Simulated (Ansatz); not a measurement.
YSe (Fm-3m), PBEsol, DFPT electron-phonon coupling, linearised Boltzmann equation in Ansatz (a program for electronic structure): phonon-limited resistivity 30.1 μΩ·cm at 300 K, current-weighted mean free path 3.7 nm, Drude plasma energy 6.41 eV.

### Question
What is the classical skin depth at 100 GHz (nonmagnetic, μ₀ = 1.257×10⁻⁶ H/m)?

### Answer
δ = √(ρ/(π f μ₀)) = 873 nm.

### Question
What Drude relaxation time do resistivity and plasma energy imply?

### Answer
ω_p = 9.74e15 s⁻¹, so τ = 1/(ε₀ ω_p² ρ) = 3.96 fs, a damping ħ/τ of 166 meV.

### Question
Estimate the resistivity of a 80 nm square wire with diffuse walls from ρ ≈ ρ₀(1 + 3ℓ/4d).

### Answer
1 + 0.75 × 3.7/80 = 1.03, so ρ ≈ 31.1 μΩ·cm and a line 1 μm long has 48.7 Ω. The formula is the free-electron limit for d well above ℓ; grain boundaries add to it.

A metal at this level (no band gap). Only scattering by harmonic phonons is included (no impurities, grain boundaries, electron-electron scattering or thermal expansion). Spin-orbit coupling is left out. The squared frequency of the phonon mode least converged on the k mesh is uncertain by about 41 %. Halving the electron mesh (24x24x24) moves the resistivity by up to 6 % at 300 K, the mean free path by up to 4 %. Smearing 0.20 eV; phonons on a 4x4x4 q mesh, which this run doesn't test.

Formula and space group known from diffraction (Crystallography Open Database), not checked to be the room-temperature form: YSe (Fm-3m).
